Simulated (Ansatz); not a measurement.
**A computed series for TiC: response to strain**

The reference is TiC in the rock salt structure (space group Fm-3m, No. 225; relaxed with 0.1 eV smearing).

```yaml
crystal:
  lattice:
    - [0.00000, 2.16392, 2.16392]
    - [2.16392, 0.00000, 2.16392]
    - [2.16392, 2.16392, 0.00000]
  atoms:
    - { symbol: Ti, position: [0.00000, 0.00000, 0.00000] }
    - { symbol: C, position: [0.50000, 0.50000, 0.50000] }
```

Strains are applied to the cell and any free atomic positions relax.

All numbers come from r2SCAN, PAW, 500 eV (Ansatz, a quantum-chemistry and plane-wave program; scalar-relativistic without spin-orbit coupling).

Notes on the quantities. energy relative to the base: free energy F.

```
variant                   energy relative to the base  volume per atom  pressure
------------------------  ---------------------------  ---------------  --------
base                                       0 meV/atom         10.13 Å³   0.0 GPa
isotropic strain −3.00 %                 +74 meV/atom          9.25 Å³  28.7 GPa
isotropic strain −2.50 %                 +50 meV/atom          9.39 Å³  23.2 GPa
isotropic strain −2.00 %                 +32 meV/atom          9.54 Å³  17.9 GPa
isotropic strain −1.50 %                 +18 meV/atom          9.68 Å³  13.0 GPa
isotropic strain −1.00 %                +7.7 meV/atom          9.83 Å³   8.4 GPa
isotropic strain −0.50 %                +1.9 meV/atom          9.98 Å³   4.1 GPa
```

Whether these cells are dynamically stable was not tested. All final runs are without spin polarisation.
